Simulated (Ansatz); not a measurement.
NiSe₂ (Pnnm, No. 58; cell taken from a computed entry), treated with r²SCAN (Ansatz, a first-principles code, PAW).

Numerical settings: plane-wave cutoff 500 eV, 8×8×12 k mesh (along the axes of the cell as run), Fermi–Dirac smearing 0.05 eV, no spin polarisation, scalar-relativistic PAW data made under PBE.

Computed at the level's own relaxed cell.

### Question
Give the computed equilibrium volume per atom.

### Answer

- equilibrium volume per atom: 17.86 Å³/atom

Note: the run has no spin polarisation, so it can have missed a magnetic state; the relaxation could not lower the start's symmetry, so the cell can be a saddle point above a distorted one.

The computed numbers hold no vibrational or temperature effects.

Cost on a shared machine: around 14 core-minutes (rough).
